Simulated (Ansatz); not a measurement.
Results of LDA (Ansatz, a program for electronic structure, PAW) for fluorite NiSi2.

Numerical settings: plane-wave cutoff 520 eV, 14×14×14 k mesh, Fermi–Dirac smearing 0.1 eV, perturbation theory, no spin polarisation, scalar-relativistic PAW data made under PBE.

The cell has the measured lattice parameters. Conventional cell: a = 5.4060 Å, b = 5.4060 Å, c = 5.4060 Å, α = 90.00°, β = 90.00°, γ = 90.00°.

```yaml
crystal:
  lattice:
    - [0.00000, 2.70300, 2.70300]
    - [2.70300, 0.00000, 2.70300]
    - [2.70300, 2.70300, 0.00000]
  atoms:
    - { symbol: Si, position: [0.25000, 0.25000, 0.25000] }
    - { symbol: Si, position: [0.75000, 0.75000, 0.75000] }
    - { symbol: Ni, position: [0.00000, 0.00000, 0.00000] }
```

Harmonic phonon frequencies (cm⁻¹; i marks an imaginary mode):

```json
[
 {"q point": "Γ", "frequencies": "0 0 0 294 294 294 319 319 319"},
 {"q point": "X", "frequencies": "140 140 240 240 242 247 362 362 401"},
 {"q point": "L", "frequencies": "103 103 253 286 286 330 330 334 377"}
]
```

No imaginary mode appears at these points.

Note: the cell isn't this level's own, so it is under some stress, which shifts stiffness and frequencies.
